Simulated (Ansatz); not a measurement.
Several settings converged on VW (Cmm2, 2 atoms in the cell)

```
VW
1.0
    1.55277    -2.23052     0.00000
    1.55277     2.23052     0.00000
    0.00000     0.00000     4.29276
V W
1 1
Direct
  0.00000   0.00000   0.01165
  0.50000   0.50000   0.50000
```

Base method: PBEsol, default PAW files made with PBE (plane waves; Ansatz, an electronic-structure program).

Base settings: basis.ecutwfc = 420 eV; kpoints.mp_grid.grid = 11 11 7; hamiltonian.xc = pbesol; hamiltonian.pseudopotentials = {kind: paw} (the program's default PAW files); scf.occupations.method = gaussian; scf.occupations.width = 0.1 eV.

The count of work is k-points × plane waves × bands × iterations; it is no time. Core times come from one kind of shared machine, to one figure; runs under 30 s give none.

**The cutoff for other potential files**

Level: DFT, PBEsol, plane waves, harder PAW files (source: ansatz) made with PBE.

In this ladder: hamiltonian.pseudopotentials = {kind: paw, source: ansatz}.

The second cell is the first with its lattice scaled by 0.98.

The mesh stays at the base's, so the ladder's end is converged at best in this setting alone.

The first pressure column holds Ansatz's estimate of the finite-basis (Pulay) stress, which hides part of the cutoff error; the other is without it.

Only quantities that move along the ladder and can be compared are tabulated.

```tsv
basis.ecutwfc	free energy less the last step's (meV/atom)	energy of the compressed cell less the first (meV/atom)	pressure (GPa)	pressure without the Pulay estimate (GPa)	largest difference of a force vector from the last step's (eV/Å)	count of work / last
380 eV	24178.90	22.04	-18.78	-1653.40	0.229	0.11
460 eV	3420.28	-5.47	-11.48	-284.01	0.015	0.14
590 eV	122.98	-7.24	-8.52	-22.97	0.002	0.21
715 eV	4.04	-7.26	-8.58	-9.05	0.000	0.28
840 eV	0.64	-7.22	-8.57	-8.60	0.000	0.36
1010 eV	0.43	-7.22	-8.57	-8.58	0.000	0.46
1260 eV	0.22	-7.23	-8.57	-8.58	0.000	0.65
1680 eV	0.00	-7.23	-8.57	-8.58	0.000	1.0
```

Coarsest basis.ecutwfc that holds the pressure without the Pulay estimate within 1 GPa of the last step, with all finer ones: 715 eV, at 0.28 of the last step's count of work; the step before is off by 14 GPa.

Coarsest basis.ecutwfc that holds the forces within 0.02 eV/Å of the last step, with all finer ones: 460 eV, at 0.14 of the last step's count of work; the step before is off by 0.23 eV/Å.

Coarsest basis.ecutwfc that holds the energy of the compressed cell less the first within 0.5 meV/atom of the last step, with all finer ones: 590 eV, at 0.21 of the last step's count of work; the step before is off by 1.8 meV/atom.

The energy difference between the two cells stays within 1 meV/atom of the last step's from 590 eV on, the total only from 840 eV on: much of the error is common to both cells and cancels.

At the lowest cutoff the pressure without the Pulay estimate lies 1640 GPa under the last step's, the usual sign of Pulay stress in an incomplete plane-wave basis.

**The relaxed cell against the cutoff**

On VW (Cmmm, 2 atoms in the cell): atoms on their sites.

In this ladder: relax = cell and atoms.

The mesh stays at the base's, so the ladder's end is converged at best in this setting alone.

Only quantities that move along the ladder and can be compared are tabulated.

| basis.ecutwfc | relaxed volume (Å³/atom) | relaxation steps | core time / last (rough) |
|---|---|---|---|
| 250 eV | 14.370 | 20 | 1 |
| 295 eV | 14.314 | 13 | 0.8 |
| 355 eV | 14.326 | 9 | 0.7 |
| 420 eV | 14.323 | 7 | 0.8 |
| 505 eV | 14.322 | 7 | 0.7 |
| 630 eV | 14.322 | 7 | 1.0 |
| 840 eV | 14.322 | 7 | 1 |

Coarsest basis.ecutwfc that holds the relaxed volume within 0.029 Å³/atom of the last step, with all finer ones: 295 eV; the step before is off by 0.048 Å³/atom.

At the lowest cutoff the cell relaxes to a volume 0.3 % larger than at the highest. Ansatz relaxes on a stress corrected for the finite basis.

On the base run: the starting cell comes from a database of computed structures (which also holds hypothetical and non-ambient phases and stackings), without a prior relaxation at this level. Its lattice was rescaled by up to half a per cent. One atom was moved a little off its site on purpose. Spin polarisation is off.

Left out of this page: 1 run of the series failed or unconverged.

Keys are those of Ansatz 0.2.
